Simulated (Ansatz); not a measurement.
# TiAl₃ (I4/mmm): band-structure transport figures

Input:

```yaml
crystal:
  lattice:
    - [-1.90858, 1.90858, 4.27331]
    - [1.90858, -1.90858, 4.27331]
    - [1.90858, 1.90858, -4.27331]
  atoms:
    - { symbol: Ti, position: [0.00000, 0.00000, 0.00000] }
    - { symbol: Al, position: [0.50000, 0.50000, 0.00000] }
    - { symbol: Al, position: [0.75000, 0.25000, 0.50000] }
    - { symbol: Al, position: [0.25000, 0.75000, 0.50000] }
```

Method: r2SCAN, rigid bands (plane waves, PAW, scalar-relativistic; Ansatz, an electronic-structure program). Condition of this run: functional r2SCAN on the same cell. Cell: cell and atoms relaxed with PBEsol.

The density of states at the Fermi level is 1.57 states/(eV·cell), both spins and the bare Sommerfeld coefficient comes out as 0.93 mJ/(mol of atoms·K²). The drude plasma energy is 4.6 (x), 4.6 (y), 4.1 (z) eV, the root-mean-square Fermi velocity is 5.5e5 m/s and the resistivity times τ is 24 (x), 24 (y), 28 (z) ×10⁻²² Ω·m·s.

A metal at this level (no band gap); rigid bands, thermally averaged at 300 K, both spins. Spin-orbit coupling is left out. τ is one relaxation time for all states.

Computed structure with no diffraction record at hand here (it may be known, metastable or hypothetical): TiAl3 (I4/mmm).
